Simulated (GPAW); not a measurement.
Band structure of ZnS (P6_3mc, 8 atoms in the cell).

```yaml
crystal:
  lattice:
    - [3.80895, 0.00000, 0.00000]
    - [-1.90447, 3.29865, 0.00000]
    - [0.00000, 0.00000, 12.45260]
  atoms:
    - { symbol: Zn, position: [0.66667, 0.33333, 0.74993] }
    - { symbol: Zn, position: [0.33333, 0.66667, 0.24993] }
    - { symbol: Zn, position: [0.00000, 0.00000, 0.50000] }
    - { symbol: Zn, position: [0.00000, 0.00000, 0.00000] }
    - { symbol: S, position: [0.66667, 0.33333, 0.93773] }
    - { symbol: S, position: [0.33333, 0.66667, 0.43773] }
    - { symbol: S, position: [0.00000, 0.00000, 0.68734] }
    - { symbol: S, position: [0.00000, 0.00000, 0.18734] }
```

Level of theory: PBE, GPAW PAW datasets PBE (gpaw-data 1.0.1) (plane waves; GPAW 25.7.0).

Settings: mode = pw; ecut = 800 eV; xc = PBE; kpts = 7 7 2; mesh shift (steps) = 0 0 0; occupations.name = fermi-dirac; occupations.width = 0 eV; nbands = -6; convergence.forces = 0.001 eV/Å; convergence.bands = -4; symmetry.symmorphic = false; symmetry.tolerance = 0.0005; maxiter = 120; bandpath_npoints = 40.

The starting cell comes from a database of computed structures (which also holds hypothetical and non-ambient phases and stackings), without a prior relaxation at this level.

**Question.** Predict the gap along the standard path and the places of the band edges.

**Answer.** The gap along the path is 2.18 eV, direct at Γ to within 0.01 eV.

Levels in eV from the top of the valence band on the SCF mesh, bands 33 to 40:
```
point     33     34     35     36    37    38    39    40
-----  -----  -----  -----  -----  ----  ----  ----  ----
Γ      -0.47  -0.03   0.00   0.00  2.18  3.20  3.41  3.65
M      -1.62  -1.59  -1.12  -0.89  3.32  3.36  3.75  4.34
K      -2.32  -1.77  -1.77  -1.34  4.53  4.92  4.92  5.24
A      -0.15  -0.15  -0.15  -0.15  3.03  3.03  3.33  3.33
L      -1.52  -1.52  -1.12  -1.12  3.69  3.69  4.03  4.03
H      -1.82  -1.82  -1.62  -1.62  4.37  4.37  5.24  5.24
```
